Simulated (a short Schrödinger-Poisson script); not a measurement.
Structure: MOS inversion layer, SiO2 on p-type Si(100), at 300 K.

From the gate side: 3.7 nm SiO2; 1400 nm Si, acceptors 1e17 cm⁻³.

The device is made up for the run: typed textbook-type constants, with dimensions and the other settings drawn at random. SiO2: permittivity 3.9, conduction-band edge (eV) 3.15, gap (eV) 9, electron mass (mₑ) 0.5. Si: permittivity 11.7, conduction-band edge (eV) 0, gap (eV) 1.124, Nv at 300 K (cm⁻³) 3.1e19.

Channel valleys (confinement mass, in-plane density-of-states mass, number): Δ2 0.916, 0.19, 2; Δ4 0.19, 0.417, 4. At the gate the conduction-band edge of layer 1 lies 3.71 eV − eVg above the Fermi level of the channel; the field vanishes at the back. Gaps are held at their typed values at every temperature. Mesh 0.03 nm at interfaces.

Solved with a short Schrödinger-Poisson script written for these runs: 1D Poisson equation in equilibrium, electrons quantum, Hartree (BenDaniel-Duke, 12 states a valley, the channel's in-plane mass for all, wave functions free to enter the dielectric), parabolic valleys, classical holes, full ionisation, no traps, pinning or gate leakage.

| Vg (V) | electrons (cm⁻²) | C (μF/cm²) | Δ2 E0 (meV from the Fermi level) | Δ4 E0 (meV from the Fermi level) |
|---|---|---|---|---|
| 0.6 | 8.58e9 | 0.130 | 187.0 | 216.6 |
| 0.75 | 2.57e11 | 0.539 | 96.8 | 129.2 |
| 0.9 | 8.39e11 | 0.701 | 63.0 | 99.3 |
| 1.05 | 1.52e12 | 0.755 | 44.6 | 84.8 |
| 1.2 | 2.24e12 | 0.782 | 31.8 | 75.5 |
| 1.35 | 2.98e12 | 0.799 | 21.8 | 68.8 |
| 1.5 | 3.73e12 | 0.811 | 13.5 | 63.5 |
| 1.65 | 4.49e12 | 0.820 | 6.3 | 59.1 |
| 1.8 | 5.26e12 | 0.827 | -0.1 | 55.3 |
| 1.95 | 6.04e12 | 0.832 | -5.9 | 52.0 |
| 2.1 | 6.82e12 | 0.837 | -11.3 | 49.0 |
| 2.25 | 7.61e12 | 0.841 | -16.3 | 46.3 |
| 2.4 | 8.39e12 | 0.844 | -21.0 | 43.8 |
| 2.55 | 9.19e12 | 0.847 | -25.5 | 41.4 |
| 2.7 | 9.98e12 | 0.850 | -29.8 | 39.2 |
| 2.85 | 1.08e13 | 0.852 | -33.9 | 37.1 |
| 3 | 1.16e13 | 0.854 | -37.9 | 35.1 |

Gate voltages with under 1e9 electrons/cm² are left out.

**Question.** At Vg = 3 V the lowest Δ2 subband lies at -37.9 meV from the Fermi level. How many electrons does it hold, and what share of all?

**Answer.** The two-dimensional density of states is g m/(πħ²) = 1.59e11 cm⁻² meV⁻¹ (both spins), kT = 25.9 meV, so n = D kT ln(1 + exp(−E/kT)) = 6.86e12 cm⁻², 0.59 of the 1.16e13 cm⁻² in all.

**Question.** Compare the slope of the sheet density between 2.7 and 3 V with the geometric capacitance of the layers between gate and channel.

**Answer.** q Δn/ΔV = 0.865 μF/cm²; ε0/Σ(t/ε) = 0.933 μF/cm². The ratio is 0.93: the channel acts as a further capacitance in series.
